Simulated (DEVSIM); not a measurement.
System: Ru/AlN/SiO2/p-Si capacitor, at 250 K.

| layer (left to right) | material | thickness (nm) | Na (cm⁻³) |
|---|---|---|---|
| 1 | AlN | 5.20 | - |
| 2 | SiO2 | 0.830 | - |
| 3 | Si | 1100 | 2.6e17 |

Metal gate on the left, work function 4.7 eV. Fixed charge at the semiconductor interface -3.4e10 cm⁻² (in units of +e); no interface traps.

Constants are typed, rounded textbook-type inputs, not results; the design itself was drawn at random and stands for no fabricated device. Values at 300 K; Nc and Nv go as T^1.5, mobilities as T to minus their exponent, the gap by Varshni's rule with the affinity fixed.

| parameter | AlN | SiO2 | Si |
|---|---|---|---|
| gap (eV) | 6.1 | 9 | 1.124 |
| affinity (eV) | 1.9 | 0.9 | 4.05 |
| permittivity | 8.5 | 3.9 | 11.7 |
| Nc (cm⁻³) | - | - | 2.86e19 |
| Nv (cm⁻³) | - | - | 3.1e19 |
| Varshni α (eV/K) | - | - | 0.000473 |
| Varshni β (K) | - | - | 636 |

DEVSIM, 1D Poisson equation in equilibrium, Boltzmann statistics, complete ionisation; no quantum confinement or tunnelling. Metal contacts follow the ideal Schottky-Mott rule: no Fermi-level pinning, no interface dipoles.

The interface trap density was swept, all else fixed.

```csv
interface trap density (cm^-2 eV^-1),minimum of the low-frequency capacitance (μF/cm²),threshold voltage (band bending 2φF) (V),flat-band voltage (V)
0,0.142,0.82,-0.38
1e10,0.143,0.82,-0.38
1e11,0.154,0.83,-0.39
3e11,0.177,0.83,-0.42
1e12,0.250,0.86,-0.49
2e12,0.335,0.90,-0.59
```

From the first row to the last the minimum of the low-frequency capacitance goes from 0.142 to 0.335. From the first row to the last the threshold voltage (band bending 2φF) goes from 0.82 to 0.90.
